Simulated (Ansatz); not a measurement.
Base system: TlBr in the CsCl type structure (space group Pm-3m, No. 221; a = 3.840 Å). Axes: x, y, z lie along the cube axes.

It is then changed as follows: tensile biaxial strain of 1.50 % in the plane normal to [001], as in epitaxy on a mismatched substrate; the out-of-plane cell vector and the atoms relax.

Method: Ansatz (a program for electronic structure), LDA, PAW, cutoff 420 eV, spin-orbit coupling left out.

### Question
Give the band edges at the high-symmetry points of the new zone, measured from its valence-band maximum.

### Answer
| point | valence edge (eV) | conduction edge (eV) |
|---|---|---|
| Γ | -1.56 | 6.47 |
| X | 0.00 | 1.44 |
| M | -0.92 | 4.93 |
| Z | -0.09 | 1.26 |
| R | -1.08 | 4.58 |
| A | -2.37 | 1.42 |

The gap is 1.26 eV, indirect, X → Z.

Spin-orbit coupling, missing from the scalar runs, can matter with Tl. Stability against distortions was not tested. k-point labels follow each cell's own Brillouin zone.
